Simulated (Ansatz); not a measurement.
The starting structures come from a database of crystals and need not be the phases stable at ambient conditions.

By PBEsol, the system below comes out a metal.

Crystal: Ir (P6_3/mmc, hcp (Mg type), not sure to be the ambient phase, 2 atoms a cell, 14.6 Å³ an atom, -12 GPa at this level); planes in its conventional cell.

All values below come from PBEsol (plane waves, PAW; Ansatz, an electronic-structure program).

G/A = (e²/h) × open channels of both spins per area, as a mean over 0.1 eV about the Fermi level, without spin-orbit coupling, for the cells as given.

```csv
plane,area (Å²),G/A (10¹⁵ S/m²)
(001),6.6,2.3
(100),12.3,?
```

Q: Fill in the missing entries.

A: 
- (100), G/A (10¹⁵ S/m²): 1.5
